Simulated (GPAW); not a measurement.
# Input and output of a self-consistent single point for InSb (F-43m, 2 atoms in the cell) (GPAW)

Computed with PBE, GPAW PAW datasets PBE (gpaw-data 1.0.1) (plane waves; GPAW).

This input was run:

```python
from ase import Atoms
from ase.units import GPa
from gpaw import GPAW

atoms = Atoms(['In', 'Sb'],
              cell=[[0.000000, 3.240000, 3.240000],
                    [3.240000, 0.000000, 3.240000],
                    [3.240000, 3.240000, 0.000000]],
              scaled_positions=[[0.000000, 0.000000, 0.000000],
                                [0.250000, 0.250000, 0.250000]],
              pbc=True)

calc = GPAW(mode={'name': 'pw', 'ecut': 550},
            xc='PBE',
            kpts={'size': (6, 6, 6), 'gamma': True},
            occupations={'name': 'fermi-dirac', 'width': 0.05},
            nbands=-8,
            convergence={'density': 1e-05, 'bands': -6},
            symmetry={'symmorphic': False, 'tolerance': 0.0005},
            maxiter=150,
            txt='-')

atoms.calc = calc

energy = atoms.get_potential_energy()
print('Energy (eV):', round(energy, 6))
forces = atoms.get_forces()
print('Forces (eV/Ang):')
print(forces.round(5))
stress = atoms.get_stress()
print('Stress (GPa, Voigt):', (stress / GPa).round(4))
```

The program printed (abridged):

```
Input parameters:
  convergence: {bands: -6,
                density: 1e-05}
  kpts: {gamma: True,
         size: (6, 6, 6)}
  maxiter: 150
  mode: {ecut: 550,
         name: pw}
  nbands: -8
  occupations: {name: fermi-dirac,
                width: 0.05}
  symmetry: {symmorphic: False,
             tolerance: 0.0005}
  xc: PBE

species:
  In:
    name: Indium
    Z: 49.0
    valence: 13
    core: 36
    charge: 0.0
    file: In.PBE.gz

    # Using partial waves for In as LCAO basis

  Sb:
    name: Antimony
    Z: 51.0
    valence: 15
    core: 36
    charge: 0.0
    file: Sb.PBE.gz

    # Using partial waves for Sb as LCAO basis

Reference energy: -336256.977908  # eV

Spin-paired calculation

Convergence criteria:
 Maximum [total energy] change in last 3 cyles: 0.0005 eV / valence electron
 Maximum integral of absolute [dens]ity change: 1e-05 electrons / valence electron
 Maximum integral of absolute [eigenst]ate change: 4e-08 eV^2 / valence electron
 Maximum number of scf [iter]ations: 150

Symmetries present (total): 24
Symmetries with fractional translations: 0
216 k-points: 6 x 6 x 6 Monkhorst-Pack grid + [1/12,1/12,1/12]
16 k-points in the irreducible part of the Brillouin zone
       k-points in crystal coordinates                weights
   0:     0.00000000    0.00000000    0.00000000          1/216
   1:     0.16666667    0.16666667    0.00000000          6/216
   2:     0.16666667    0.16666667    0.16666667          8/216
   [... 7 lines left out ...]
          ...
  15:     0.50000000    0.50000000    0.50000000          4/216

Wave functions: Plane wave expansion
  Cutoff energy: 550.000 eV
  Number of coefficients (min, max): 1977, 2012
  Pulay-stress correction: 0.000000 eV/Ang^3 (de/decut=0.000000)

Occupation numbers: Fermi-Dirac:
  width: 0.0500  # eV

Eigensolver

Densities:
  Coarse grid: 25*25*25 grid
  Fine grid: 50*50*50 grid
  Total Charge: 0.000000

Density mixing:
  Method: separate
  Backend: pulay
  Linear mixing parameter: 0.05
  old densities: 5
  Damping of long wavelength oscillations: 50

Hamiltonian:
  XC and Coulomb potentials evaluated on a 50*50*50 grid
  External potential:
    NoExternalPotential

XC parameters: PBE with 2 nearest neighbor stencil

Number of atoms: 2
Number of atomic orbitals: 18
Number of bands in calculation: 22
Number of valence electrons: 28
Bands to converge: 16

Density initialized from atomic densities
  18 bands from LCAO basis set
  4 bands from random numbers

Atomic positions and initial magnetic moments

Positions:
   0 In     0.000000    0.000000    0.000000    ( 0.0000,  0.0000,  0.0000)
   1 Sb     1.620000    1.620000    1.620000    ( 0.0000,  0.0000,  0.0000)

Unit cell:
           periodic     x           y           z      points  spacing
  1. axis:    yes    0.000000    3.240000    3.240000    25     0.1496
  2. axis:    yes    3.240000    0.000000    3.240000    25     0.1496
  3. axis:    yes    3.240000    3.240000    0.000000    25     0.1496

  Lengths:   4.582052   4.582052   4.582052
  Angles:   60.000000  60.000000  60.000000

Effective grid spacing dv^(1/3) = 0.1633

     iter     time        total  log10-change:
                         energy   eigst   dens
iter:   1 --:--:--    -7.460038   +0.81
iter:   2 --:--:--    -7.470948   -0.15  -1.44
iter:   3 --:--:--    -7.448165   -1.09  -1.46
iter:   4 --:--:--    -7.439384   -2.33  -1.95
iter:   5 --:--:--    -7.408952   -2.30  -1.98
iter:   6 --:--:--    -7.406685   -4.04  -2.71
iter:   7 --:--:--    -7.407675c  -4.48  -2.84
iter:   8 --:--:--    -7.406918c  -3.48  -2.71
iter:   9 --:--:--    -7.406078c  -4.84  -3.10
iter:  10 --:--:--    -7.406091c  -6.54  -3.91
iter:  11 --:--:--    -7.406099c  -7.23  -3.83
iter:  12 --:--:--    -7.406006c  -4.86  -3.80
iter:  13 --:--:--    -7.405992c  -6.10  -4.00
iter:  14 --:--:--    -7.405991c  -7.81c -4.41
iter:  15 --:--:--    -7.405991c  -6.77  -4.51
iter:  16 --:--:--    -7.405991c  -6.67  -4.51
iter:  17 --:--:--    -7.405990c  -7.69c -4.82
iter:  18 --:--:--    -7.405990c  -8.42c -4.99
iter:  19 --:--:--    -7.405990c  -7.95c -4.98
iter:  20 --:--:--    -7.405990c  -8.82c -5.09c

Converged after 20 iterations.

Dipole moment: (-4.226556, -4.226556, -4.226556) |e|*Ang

Energy contributions relative to reference atoms: (reference = -336256.977908)

Kinetic:        +14.368468
Potential:      -13.540573
External:        +0.000000
XC:              -8.594753
Entropy (-ST):   -0.000946
Local:           +0.361341
SIC:             +0.000000
--------------------------
Free energy:     -7.406463
Extrapolated:    -7.405990

Showing only first 2 kpts
 Kpt  Band  Eigenvalues  Occupancy
  0    12      4.72695    1.34771
  0    13      4.72695    1.34771
  0    14      4.72696    1.34769
  0    15      7.68478    0.00000

  1    12      3.86622    2.00000
  1    13      3.86622    2.00000
  1    14      6.58036    0.00000
  1    15      7.11050    0.00000

Fermi level: 4.76324

No gap
No difference between direct/indirect transitions
Energy (eV): -7.40599

Forces in eV/Ang:
  0 In    0.00000    0.00000    0.00000
  1 Sb    0.00000   -0.00000    0.00000

Stress tensor:
    -0.016592    -0.000000    -0.000000
    -0.000000    -0.016592     0.000000
    -0.000000     0.000000    -0.016592
Stress (GPa, Voigt): [-2.6583 -2.6583 -2.6583  0.     -0.     -0.    ]
```

The run converged in 20 iterations. GPAW prints stress with tension positive.

The starting cell has typed, rounded lattice constants, without a prior relaxation at this level. Spin-orbit coupling is off. The run gives no clean gap (levels at the Fermi energy touch, overlap or are partly filled at this smearing), which alone does not show that the compound is a metal.
